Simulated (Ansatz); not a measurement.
Sr3BiN: uniaxial strain ε_yy = −2.27 %

Start from Sr₃BiN in the anti-perovskite structure (space group Pm-3m, No. 221; a = 5.171 Å; a cell from a computed database, its experimental status unchecked). Axes: x, y, z lie along the cube axes.

It is then changed as follows: the cell is compressed by 2.27 % along y with no lateral relaxation; the atoms relax in the strained cell.

Method: Kohn–Sham DFT with the PBEsol functional, run in Ansatz (a first-principles code) with PAW and 420 eV plane waves, scalar-relativistic without spin-orbit coupling. Settings: 7×7×7 k-points, 0.05 eV Fermi–Dirac smearing.

```json
[
 {"quantity": "volume per atom", "base": "27.65 Å³", "changed": "27.03 Å³", "shift": "-0.628 Å³"},
 {"quantity": "space group", "base": "Pm-3m (No. 221)", "changed": "P4/mmm (No. 123)", "shift": "–"},
 {"quantity": "shortest interatomic distance", "base": "2.586 Å", "changed": "2.527 Å", "shift": "-0.059 Å"},
 {"quantity": "energy relative to the base (free energy F)", "base": "0 meV/atom", "changed": "+4.9 meV/atom", "shift": "+4.9 meV/atom"},
 {"quantity": "pressure (mean of the normal stresses, compression positive)", "base": "0.0 GPa", "changed": "1.2 GPa", "shift": "+1.2 GPa"},
 {"quantity": "band gap", "base": "0.20 eV", "changed": "zero", "shift": "–"},
 {"quantity": "stress (xx, yy, zz, yz, xz, xy; compression positive) (rough)", "base": "–", "changed": "(0.5, 2.6, 0.5, 0.0, 0.0, 0.0) GPa", "shift": "–"}
]
```

Final structure:

```yaml
crystal:
  lattice:
    - [5.17101, 0.00000, 0.00000]
    - [0.00000, 5.05362, 0.00000]
    - [0.00000, 0.00000, 5.17101]
  atoms:
    - { symbol: Sr, position: [0.50000, 0.50000, 0.00000] }
    - { symbol: Sr, position: [0.00000, 0.50000, 0.50000] }
    - { symbol: Sr, position: [0.50000, 0.00000, 0.50000] }
    - { symbol: Bi, position: [0.00000, 0.00000, 0.00000] }
    - { symbol: N, position: [0.50000, 0.50000, 0.50000] }
```

Without a gap, meshes like the base's 7×7×7 leave anisotropic stresses uncertain by several tenths of a GPa, and small strain energies with them. With Bi present, leaving out spin-orbit coupling can change the band edges. Whether these cells are dynamically stable was not tested. All final runs are without spin polarisation. Gaps under 0.05 eV, about the width of the smearing, are given as zero. A zero or small gap of Sr3BiN can be the functional's error rather than a property of the material.
